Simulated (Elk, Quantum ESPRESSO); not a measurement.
A Quantum ESPRESSO input for a self-consistent single point of Ir (Fm-3m, 1 atom in the cell) (DFT, PBEsol, plane waves, PSlibrary PAW (PBE) pseudopotentials):

```fortran
&CONTROL
    calculation = 'scf',
    prefix = 'ir',
    outdir = './tmp/',
    pseudo_dir = './',
    tprnfor = .true.,
    tstress = .true.,
/
&SYSTEM
    ibrav = 0,
    nat = 1,
    ntyp = 1,
    ecutwfc = 35,
    ecutrho = 350,
    occupations = 'smearing',
    smearing = 'gaussian',
    degauss = 0.0099958,
    input_dft = 'pbesol',
/
&ELECTRONS
    conv_thr = 1e-10,
    mixing_beta = 0.4,
/
ATOMIC_SPECIES
Ir   192.2170  Ir.pbe-n-kjpaw_psl.1.0.0.UPF
CELL_PARAMETERS {angstrom}
   0.0000000000     1.9506670000     1.9506670000
   1.9506670000     0.0000000000     1.9506670000
   1.9506670000     1.9506670000     0.0000000000
ATOMIC_POSITIONS {alat}
Ir    0.0000000000    0.0000000000    0.0000000000
K_POINTS {automatic}
14 14 14  0 0 0
```

### Question
Write the same calculation as an input for Elk.

### Answer
This is the input that was run; spellings and numerical settings could be chosen otherwise.

```
tasks
  0

xctype
  22

rgkmax
  7.5

gmaxvr
  14.0

nxlo
  2

lorbcnd
  .true.

rmtscf
  0.87

lmaxi
  2

stype
  0

swidth
  0.00499791

maxscl
  100

scale
  5.213111355

avec
    0.0000000000    0.7071067812    0.7071067812
    0.7071067812    0.0000000000    0.7071067812
    0.7071067812    0.7071067812    0.0000000000

sppath
  'species/'

atoms
  1
  'Ir.in'
  1
  0.0000000000  0.0000000000  0.0000000000    0.0 0.0 0.0

ngridk
  14 14 14
```

Basis, cutoffs, solver keys and any potentials are the target program's own. This input uses DFT, PBEsol, all-electron FP-LAPW, Elk's shipped species files, APW+lo basis with extra local orbitals.

The starting cell comes from a database of computed structures (which also holds hypothetical and non-ambient phases and stackings), without a prior relaxation at this level. Its lattice was rescaled by a random factor within 2.5 % of one.
